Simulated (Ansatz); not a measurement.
ZnO under a change: uniaxial strain ε_zz = +3.00 %

Start from ZnO in the wurtzite structure (space group P6_3mc, No. 186; a = 3.230 Å, c = 5.214 Å). Axes: x lies along a and z along c of the hexagonal cell.

One thing is altered: uniaxial strain ε_zz = +3.00 %, all other strain components held at zero; the atoms relax in the strained cell.

Calculations: DFT with PBEsol, PAW potentials and a 420 eV plane-wave cutoff in Ansatz (an electronic-structure program), scalar-relativistic without spin-orbit coupling. k-mesh 12×12×7 (Γ-centred); smearing 0.05 eV (Fermi–Dirac).

The space group is still P6_3mc (No. 186) and the shortest interatomic distance goes up by 1.87 pm (196.9 pm → 198.7 pm). The energy rises by 7.1 meV/atom and the band gap shrinks by 0.086 eV to 0.62 eV. The gap character remains direct at Γ and the width of the top valence band decreases by 0.07 eV to 1.76 eV. The electron mass goes from 0.13 mₑ (at Γ) to 0.12 mₑ (at Γ) and the valence-band top at Γ (three highest levels, from the VBM) goes from 0.00, 0.00, -0.10 eV to 0.00, 0.00, -0.12 eV. The largest internal atomic displacement comes out as 0.019 Å and the stress (xx, yy, zz, yz, xz, xy; compression positive) amounts to (-2.92, -2.92, -6.41, 0.00, 0.00, 0.00) GPa.

Effective masses come from finite differences of ±0.01 Å⁻¹. Stability against distortions was not tested.
